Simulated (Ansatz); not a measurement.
Start from InAgTe2 in the chalcopyrite structure (space group I-42d, No. 122; a = 6.4311 Å, c = 12.7674 Å). Axes: x, y, z lie along a, b, c of the conventional cell.

Computed with plane-wave PAW DFT at the PBEsol level (Ansatz, a first-principles code, 420 eV), no SOC.

For the base:

| Property | Result |
|---|---|
| Band gap | 0.08 eV |

The change: uniaxial strain ε_xx = −5.02 %, all other strain components held at zero, atoms relaxed at fixed cell.

Question: What happens to the largest internal atomic displacement?

Answer: The largest internal atomic displacement comes out as 0.026 Å.

Question: Predict the new stress.

Answer: The stress (xx, yy, zz, yz, xz, xy; compression positive) comes out as (3.04, 2.32, 2.32, 0.00, 0.00, 0.00) GPa.

Question: Predict the new band gap.

Answer: The band gap rises by 0.06 eV to 0.14 eV.

With Te present, leaving out spin-orbit coupling can change the band edges. Whether these cells are dynamically stable was not tested. The zero or small gap of InAgTe2 can change with the level of theory.
